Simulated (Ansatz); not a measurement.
Output of an Ansatz run (abridged):

```
WARN the atoms were moved onto the symmetric positions of the space group found under crystal.symmetry.tolerance 1.0e-5 (fractional …
WARN ansatz: RAYON_NUM_THREADS=1 ignored (pool sized by the plan → 1); use --threads N
Pseudopotentials: kind: paw
Pseudopotential: Mg, paw, valence charge 10
Pseudopotential: Al, paw, valence charge 3
Pseudopotential: C, paw, valence charge 4
Crystal: 5 atoms, lattice volume = 55.767 Å³
Basis set: ecut = 420.4159175005146 eV, 1123 PW (Γ), exchange–correlation on 48×48×80 points (8 copies of the dense FFT grid, shifted against one another)
Bands: 17, of which v1, the nominal top of the filled ones, is band 12 counted from 1 (11 counted from 0)
Symmetry: 12 space group operations
Space group: P-3m1 (ITA 164), of the structure as read, at distance tolerance 3.8e-5 Å
k-points: 35 of 256
PAW frozen core: Mg, regenerated for the run's functional, and the local potential with it
PAW frozen core: Al, regenerated for the run's functional, and the local potential with it
PAW frozen core: C, regenerated for the run's functional, and the local potential with it
Initial density: superposition of atomic densities (neutral atoms: chi_scale 0, normalization atom), corrected by the library's trained network
Initial wavefunctions: pseudopotential atomic-orbital guess
Eigensolver: davidson
Functional: x = pbesol(κ = 0.804, μ = 0.12345679012345678), c = pbesol(β = 0.046)
SCF iter   1: F=—  HF=-3454.899032 eV  |F-HF|=—  |Δ(HF+E_count)|=         —  Δρ=7.12e-3  dr2=3.85e-2  ethr=1.77e-3  ⟨swp⟩=4.9  Hψ=2827  notcnv=0  defer=99
all-band conjugate gradients solve this SCF's bands
preconditioner: auto → none
SCF iter   2: F=—  HF=-3454.888702 eV  |F-HF|=—  |Δ(HF+E_count)|=   1.03e-2  Δρ=2.68e-3  dr2=4.16e-3  ethr=1.61e-4  ⟨swp⟩=2.0  Hψ=1158  notcnv=0  defer=105
SCF iter   3: F=—  HF=-3454.887479 eV  |F-HF|=—  |Δ(HF+E_count)|=   1.22e-3  Δρ=6.69e-4  dr2=1.50e-4  ethr=1.73e-5  ⟨swp⟩=2.0  Hψ=883  notcnv=0  defer=105
SCF iter   4: F=—  HF=-3454.887488 eV  |F-HF|=—  |Δ(HF+E_count)|=   8.89e-6  Δρ=2.02e-4  dr2=7.94e-5  ethr=6.26e-7  ⟨swp⟩=2.9  Hψ=961  notcnv=0  defer=76
SCF iter   5: F=—  HF=-3454.887372 eV  |F-HF|=—  |Δ(HF+E_count)|=   1.16e-4  Δρ=7.14e-5  dr2=1.21e-6  ethr=3.31e-7  ⟨swp⟩=2.0  Hψ=729  notcnv=0  defer=36
SCF iter   6: F=-3454.887373 eV  HF=-3454.887373 eV  |F-HF|=6.01e-9  |Δ(HF+E_count)|=   9.59e-7  Δρ=8.12e-6  dr2=2.00e-8  ethr=4.17e-10  ⟨swp⟩=9.7  Hψ=3552  notcnv=0
SCF 1 converged in 6 iterations: F = -3454.887373 eV  dr2 = 2.00e-8
SCF converged after 6 iterations
Free energy (F): -3454.887373 eV
Harris-Foulkes:  -3454.887373 eV  (|F-HF|=6.01e-9)
Internal energy: -3454.887373 eV  (E = F + TS)
E sigma→0 (E₀):  -3454.887373 eV
Fermi energy:    8.818698 eV
--- Per-component energies (eV) ---
  E_band       = -268.151661
  E_kinetic    = 308.254649
  E_local      = -1821.045612  (includes V_loc(G=0)·N_el)
  E_nonlocal   = 169.788986
  E_hartree    = 670.923265
  E_xc         = -207.310712
  E_vxc        = -219.930384  (∫ρ·V_xc dr)
  E_paw        = -1381.370386  (= ΣΔE_a)
  E_vpaw       = -47.065205  (= ΣTr[D̂ρ^β])
  E_aug_tail   = 0.000009  (compensation charges beyond the density's cutoff)
  E_ewald      = -1194.266913
  E_core_change = 0.139341  (= ΣΔE_core)
  E_smearing   = -0.000000  (= −TS)
  E_closure    = 0.000000  (closes the sum)
  Σ components = -3454.887373   (vs F -3454.887373, Δ=0.00e0)
--- Forces (eV/Å), atoms counted from 1 ---
  atom   1  Mg     0.00000000     0.00000000     0.00000000
  atom   2  Al     0.00000000     0.00000000     0.01054073
  atom   3  Al    -0.00000000    -0.00000000    -0.01054073
  atom   4  C      0.00000000     0.00000000    -0.16225159
  atom   5  C     -0.00000000    -0.00000000     0.16225159
  max |Σ_I F_I| component: 3.01e-17 eV/Å
--- Stress (GPa, compression-positive) ---
        4.355268       0.000000      -0.000000
        0.000000       4.355268       0.000000
       -0.000000       0.000000       2.282804
  P = ⅓ Tr σ = 3.6644 GPa (36.644 kbar)
  The stress holds the Pulay correction. Without it, at fixed plane waves, as pw.x and ABINIT print it: P = 3.4471 GPa
--- Band table (eV; the first three rows and the last of 35) ---
  k-point 0: bands = ["-65.8837", "-32.8358", "-32.8209", "-32.8209", "-4.5892", "-1.9554", "2.2275", "7.7493", "7.7493", "8.5915", "8.6397", "8.6397", "12.3490", "13.5724", "15.5987", "15.5987", "15.6982"]
  k-point 1: bands = ["-65.8837", "-32.8358", "-32.8209", "-32.8209", "-4.4390", "-2.3989", "3.1051", "7.3066", "7.8247", "7.8247", "8.5465", "8.5465", "13.0135", "14.0134", "15.4768", "15.5214", "15.5214"]
  k-point 2: bands = ["-65.8837", "-32.8358", "-32.8209", "-32.8209", "-4.2304", "-2.8432", "4.7036", "5.4524", "7.9262", "7.9262", "8.4268", "8.4268", "13.4297", "14.4056", "15.5032", "15.5032", "15.5962"]
  k-point 34: bands = ["-65.8826", "-32.8339", "-32.8331", "-32.8297", "-1.3846", "-1.0434", "2.8414", "3.2461", "4.0038", "5.0613", "7.4922", "7.8208", "11.9466", "12.5415", "13.5334", "15.1953", "16.1462"]
```

The structure:

```xyz
5
Lattice="3.3469 0.0000 0.0000 -1.6735 2.8985 0.0000 0.0000 0.0000 5.7486" Properties=species:S:1:pos:R:3 pbc="T T T"
Mg     0.0000     0.0000     0.0000
Al     1.6735     0.9662     2.0121
Al     0.0000     1.9323     3.7365
C      0.0000     1.9323     1.5526
C      1.6735     0.9662     4.1960
```

Task: What input produced this log?

Result: Other spellings and defaults could give the same log, and not every line can be read from it. The input that was run (DFT, PBEsol, plane waves, default PAW files made with PBE):

Ansatz 0.2 input:
```yaml
crystal:
  lattice:
    - [3.346911, 0.000000, 0.000000]
    - [-1.673455, 2.898510, 0.000000]
    - [0.000000, 0.000000, 5.748594]
  atoms:
    - { symbol: Mg, position: [0.000000, 0.000000, 0.000000] }
    - { symbol: Al, position: [0.666667, 0.333333, 0.350010] }
    - { symbol: Al, position: [0.333333, 0.666667, 0.649990] }
    - { symbol: C, position: [0.333333, 0.666667, 0.270080] }
    - { symbol: C, position: [0.666667, 0.333333, 0.729920] }
basis:
  ecutwfc: 30.9 Ry
kpoints:
  mp_grid: { grid: [8, 8, 4] }
hamiltonian:
  xc: pbesol
  pseudopotentials: { kind: paw }
scf:
  occupations: { method: fixed }
output:
  forces: true
  eigenvalues: true
  stress: true
```

The starting cell comes from a database of computed structures (which also holds hypothetical and non-ambient phases and stackings), without a prior relaxation at this level. Its lattice was rescaled by a random factor within 2.5 % of one. With a pressure of about 4 GPa the cell is away from its equilibrium volume at this level. Ansatz's pressure includes its estimate of the finite-basis (Pulay) stress.

Ansatz is an electronic-structure program.
